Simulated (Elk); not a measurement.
Elk run on GeW (Pm-3m, 2 atoms in the cell): self-consistent single point

Method of the run: PBE, all-electron FP-LAPW, Elk's shipped species files, APW+lo basis with extra local orbitals (Elk).

This input was run:

```
tasks
  0

xctype
  20

rgkmax
  7.5

gmaxvr
  14.0

nxlo
  2

lorbcnd
  .true.

rmtscf
  0.94

lmaxi
  3

stype
  1

swidth
  0.00999582

maxscl
  100

avec
    6.0377108730    0.0000000000    0.0000000000
    0.0000000000    6.0377108730    0.0000000000
    0.0000000000    0.0000000000    6.0377108730

sppath
  './'

atoms
  2
  'W.in'
  1
  0.0000000000  0.0000000000  0.0000000000    0.0 0.0 0.0
  'Ge.in'
  1
  0.5000000000  0.5000000000  0.5000000000    0.0 0.0 0.0

ngridk
  8 8 8
```

Output (repeated stretches shortened):

```
│ Elk code version 10.2.4 │

All units are atomic (Hartree, Bohr, etc.)

│ Ground-state run starting from atomic densities │

Lattice vectors :
   6.037710873       0.000000000       0.000000000
   0.000000000       6.037710873       0.000000000
   0.000000000       0.000000000       6.037710873

Unit cell volume      :    220.0984259
Brillouin zone volume :    1.126996763

Muffin-tin inner radius fraction :   0.1000000000E-01

Nuclei treated as point charges

Species :    1 (W)
 parameters loaded from : W.in
 name : tungsten
 nuclear charge    :   -74.00000000
 electronic charge :    74.00000000
 atomic mass :    335119.8190
 muffin-tin radius :    2.632000000
 number of radial points in muffin-tin :    697
 atomic positions (lattice), magnetic fields (Cartesian) :
   1 :   0.00000000  0.00000000  0.00000000    0.00000000  0.00000000  0.00000000

Species :    2 (Ge)
 parameters loaded from : Ge.in
 name : germanium
 nuclear charge    :   -32.00000000
 electronic charge :    32.00000000
 atomic mass :    132414.6195
 muffin-tin radius :    2.256000000
 number of radial points in muffin-tin :    497
 atomic positions (lattice), magnetic fields (Cartesian) :
   1 :   0.50000000  0.50000000  0.50000000    0.00000000  0.00000000  0.00000000

Total number of atoms per unit cell :    2

Spin treatment :
 spin-unpolarised

Number of Bravais lattice symmetries :   48
Number of crystal symmetries         :   48
Crystal has inversion symmetry
Real symmetric eigensolver will be used

k-point grid :      8     8     8
k-point offset :    0.000000000       0.000000000       0.000000000
k-point set is reduced with full crystal symmetry group
Total number of k-points :       35

Muffin-tin radius times maximum |G+k| :    7.500000000
 using average radius
Maximum |G+k| for APW functions       :    3.068739771
Maximum (1/2)|G+k|²                   :    4.708581891
Maximum |G| for potential and density :    14.00000000
 potential will be trimmed for |G| > 2 gkmax
Constant for pseudocharge density :    9
Radial integration step length :    4

G-vector grid sizes :     27    27    27
Number of G-vectors :    10131

Maximum angular momentum used for
 APW functions                      :    8
 outer part of muffin-tin           :    6
 inner part of muffin-tin           :    3

Total nuclear charge    :   -106.0000000
Total core charge       :    64.00000000
Total valence charge    :    42.00000000
Total excess charge     :    0.000000000
Total electronic charge :    106.0000000

Effective Wigner radius, rₛ :   0.7914208495

Number of empty states         :    8
Total number of valence states :   29
Total number of core states    :   64

Conduction state local-orbitals added automatically
Total number of local-orbitals :  181

Exchange-correlation functional :     20     0     0
 Perdew-Burke-Ernzerhof, Phys. Rev. Lett. 77, 3865 (1996)
 gradient requirement :    1
 generalised gradient approximation (GGA)

Smearing type :    1
 Methfessel-Paxton order 1, Phys. Rev. B 40, 3616 (1989)
Smearing width :   0.9995820000E-02
Effective electronic temperature (K) :    3156.430308

Mixing type :    3
 Broyden mixing, J. Phys. A: Math. Gen. 17, L317 (1984)

Kohn-Sham potential initialised from atomic data

│ Self-consistent loop started │
│ Loop number : 1 │
 total energy                :     -18263.9691283
│ Loop number : 2 │
 total energy                :     -18264.3213230
RMS change in Kohn-Sham potential (target) :   0.1660520787     (  0.1000000000E-05)
Absolute change in total energy (target)   :   0.3521947179     (  0.1000000000E-03)
│ Loop number : 3 │
 total energy                :     -18264.5775627
RMS change in Kohn-Sham potential (target) :   0.1600687084     (  0.1000000000E-05)
Absolute change in total energy (target)   :   0.3442883575     (  0.1000000000E-03)
│ Loop number : 4 │
 total energy                :     -18264.5295546
RMS change in Kohn-Sham potential (target) :   0.1294865522     (  0.1000000000E-05)
Absolute change in total energy (target)   :   0.3806402297E-01 (  0.1000000000E-03)
│ Loop number : 5 │
 total energy                :     -18265.2726446
RMS change in Kohn-Sham potential (target) :   0.4842186844E-01 (  0.1000000000E-05)
Absolute change in total energy (target)   :   0.7526060133     (  0.1000000000E-03)
│ Loop number : 6 │
 total energy                :     -18265.4501284
RMS change in Kohn-Sham potential (target) :   0.1321370438E-01 (  0.1000000000E-05)
Absolute change in total energy (target)   :   0.3656352511     (  0.1000000000E-03)
│ Loop number : 7 │
 total energy                :     -18265.4563964
RMS change in Kohn-Sham potential (target) :   0.2454682622E-03 (  0.1000000000E-05)
Absolute change in total energy (target)   :   0.9767682861E-01 (  0.1000000000E-03)
│ Loop number : 8 │
 total energy                :     -18265.4120776
RMS change in Kohn-Sham potential (target) :   0.1339181452E-03 (  0.1000000000E-05)
Absolute change in total energy (target)   :   0.1989960319E-01 (  0.1000000000E-03)
│ Loop number : 9 │
 total energy                :     -18265.4054723
RMS change in Kohn-Sham potential (target) :   0.8518669510E-04 (  0.1000000000E-05)
Absolute change in total energy (target)   :   0.1158013392E-01 (  0.1000000000E-03)
│ Loop number : 10 │
 total energy                :     -18265.3984116
RMS change in Kohn-Sham potential (target) :   0.3670834358E-04 (  0.1000000000E-05)
Absolute change in total energy (target)   :   0.9955786500E-02 (  0.1000000000E-03)
│ Loop number : 11 │
 total energy                :     -18265.3963601
RMS change in Kohn-Sham potential (target) :   0.1992434568E-04 (  0.1000000000E-05)
Absolute change in total energy (target)   :   0.4540445185E-02 (  0.1000000000E-03)
│ Loop number : 12 │
 total energy                :     -18265.3935155
RMS change in Kohn-Sham potential (target) :   0.1297808965E-04 (  0.1000000000E-05)
Absolute change in total energy (target)   :   0.3979742771E-02 (  0.1000000000E-03)
│ Loop number : 13 │
 total energy                :     -18265.3933372
RMS change in Kohn-Sham potential (target) :   0.1032402219E-04 (  0.1000000000E-05)
Absolute change in total energy (target)   :   0.1173215267E-02 (  0.1000000000E-03)
│ Loop number : 14 │
 total energy                :     -18265.3938977
RMS change in Kohn-Sham potential (target) :   0.6106923789E-06 (  0.1000000000E-05)
Absolute change in total energy (target)   :   0.2671883885E-03 (  0.1000000000E-03)
│ Loop number : 15 │
 total energy                :     -18265.3939086
RMS change in Kohn-Sham potential (target) :   0.3406184333E-06 (  0.1000000000E-05)
Absolute change in total energy (target)   :   0.7769998774E-04 (  0.1000000000E-03)
Convergence targets achieved

│ Loop number : 16 │

Energies :
 Fermi                       :     0.413334493801
 sum of eigenvalues          :     -11098.9776095
 electron kinetic            :      20357.0275528
 core electron kinetic       :      19559.8895332
 Coulomb                     :     -38217.0834260
 Coulomb potential           :     -30926.4836945
 nuclear-nuclear             :     -1471.91597712
 electron-nuclear            :     -42563.8512031
 Hartree                     :      5818.68375431
 Madelung                    :     -22753.8415787
 xc potential                :     -529.521467875
 exchange                    :     -399.296654565
 correlation                 :     -6.04141023704
 total energy                :     -18265.3939379

Density of states at Fermi energy :    67.67133680
 (states/Hartree/unit cell)

Estimated indirect band gap :   0.1152726340E-02
 from k-point     14 to k-point      6
Estimated direct band gap   :   0.5854725630E-02
 at k-point     24

Charges :
 core                        :    64.00000000
 valence                     :    42.00000000
 interstitial                :    3.442683773
 muffin-tins (core leakage)
  species :    1 (W)
   atom    1                 :    72.28194841     (  0.3244504825E-06)
  species :    2 (Ge)
   atom    1                 :    30.27536781     (  0.7638361787E-03)
 total in muffin-tins        :    102.5573162
 total calculated charge     :    105.9887577
 total charge                :    106.0000000
 error                       :   0.1124229597E-01

│ Self-consistent loop stopped │
```

The run converged in 16 iterations. The count includes the last loop, which Elk runs after its targets are met.

The starting cell was generated: these elements placed on a structure prototype, without a prior relaxation; it need not be a known phase or ordering of this composition. Spin-orbit coupling is off. Spin polarisation is off. Values depend on the basis (sphere radii, cutoffs, local orbitals), which need not be converged. The log's line on a gap gives a spacing of levels on this mesh, which the program prints for metals too.
